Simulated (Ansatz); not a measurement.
The starting structures come from a database of crystals and need not be the phases stable at ambient conditions.

 Where the default PAW files enter, the runs use the earlier of Ansatz's two default sets.

The decay constant κ of evanescent states in the gap governs leakage through a thin film.

Consider the following.

```
CELL_PARAMETERS angstrom
      5.74762     0.00000     0.00000
      2.87381     6.31853     0.00000
      2.87381     0.00000     2.87381
ATOMIC_POSITIONS crystal
  Sr 0.64618 0.70764 0.00000
  Sr 0.35382 0.29236 0.00000
  Sn 0.00000 0.00000 0.00000
  O  0.83664 0.32672 0.00000
  O  0.16336 0.67328 0.00000
  O  0.50000 0.00000 0.50000
  O  0.00000 0.00000 0.50000
```

Space group of this cell: I4/mmm. The cell is taken as given; by PBEsol its mean pressure is -1.4 GPa.

Transport runs along the normal of the first two printed cell vectors, the (110) plane of the conventional cell.

The gap is the functional's own, uncorrected, and κ follows it; spin-orbit coupling is left out. Mid-gap values are interpolated between the computed energies.

Question: Compute, with PBEsol run with Ansatz (a program for electronic structure), the band gap and the smallest decay constant κ at mid-gap.

Answer: Gap 2.78 eV on a 10×10×10 mesh; κ = 0.270 1/Å, at the zone centre.
